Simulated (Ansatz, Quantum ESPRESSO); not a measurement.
A Quantum ESPRESSO input for a self-consistent single point of ZnS (P6_3mc, 8 atoms in the cell) (DFT, PBE, plane waves, GBRV 1.5 ultrasoft (PBE) pseudopotentials):

```fortran
&CONTROL
  calculation = 'scf'
  prefix = 'zns'
  outdir = './out'
  pseudo_dir = './'
  tprnfor = .true.
  tstress = .true.
/
&SYSTEM
  ibrav = 4
  celldm(1) = 7.03304053
  celldm(3) = 3.2693000550
  nat = 8
  ntyp = 2
  ecutwfc = 50
  ecutrho = 250
  occupations = 'smearing'
  smearing = 'fermi-dirac'
  degauss = 0.00147
/
&ELECTRONS
  conv_thr = 1.0e-11
  mixing_beta = 0.3
/
ATOMIC_SPECIES
Zn    65.3800  zn_pbe_v1.uspp.F.UPF
S     32.0600  s_pbe_v1.4.uspp.F.UPF
ATOMIC_POSITIONS {crystal}
Zn    0.66666667    0.33333333    0.74993000
Zn    0.33333333    0.66666667    0.24993000
Zn    0.00000000    0.00000000    0.50000000
Zn    0.00000000    0.00000000    0.00000000
S     0.66666667    0.33333333    0.93773000
S     0.33333333    0.66666667    0.43773000
S     0.00000000    0.00000000    0.68734000
S     0.00000000    0.00000000    0.18734000
K_POINTS {automatic}
8 8 3  0 0 0
```

Q: Give the Ansatz (a quantum-chemistry and plane-wave program) input for the same structure, mesh, smearing and functional.

A: One input that does it (others would too):

Ansatz 0.2 input:
```yaml
# ZnS
crystal:
  lattice:
    - [3.721725, 0.000000, 0.000000]
    - [-1.860863, 3.223108, 0.000000]
    - [0.000000, 0.000000, 12.167435]
  atoms:
    - { symbol: Zn, position_ang: [1.860864, 1.074368, 9.124725] }
    - { symbol: Zn, position_ang: [-0.000002, 2.148740, 3.041007] }
    - { symbol: Zn, position_ang: [0.000000, 0.000000, 6.083717] }
    - { symbol: Zn, position_ang: [0.000000, 0.000000, 0.000000] }
    - { symbol: S, position_ang: [1.860864, 1.074368, 11.409769] }
    - { symbol: S, position_ang: [-0.000002, 2.148740, 5.326051] }
    - { symbol: S, position_ang: [0.000000, 0.000000, 8.363165] }
    - { symbol: S, position_ang: [0.000000, 0.000000, 2.279447] }
kpoints:
  mp_grid: { grid: [8, 8, 3] }
hamiltonian:
  xc: pbe
  pseudopotentials: { kind: paw }
scf:
  occupations: { method: fermi_dirac, width: 0.02 eV }
output:
  forces: true
  eigenvalues: true
  stress: true
```

Basis settings and potentials, where a program has them, do not carry over. This input uses DFT, PBE, plane waves, default PAW files.

The starting cell comes from a database of computed structures (which also holds hypothetical and non-ambient phases and stackings), without a prior relaxation at this level. Its lattice was rescaled by a random factor within 2.5 % of one.
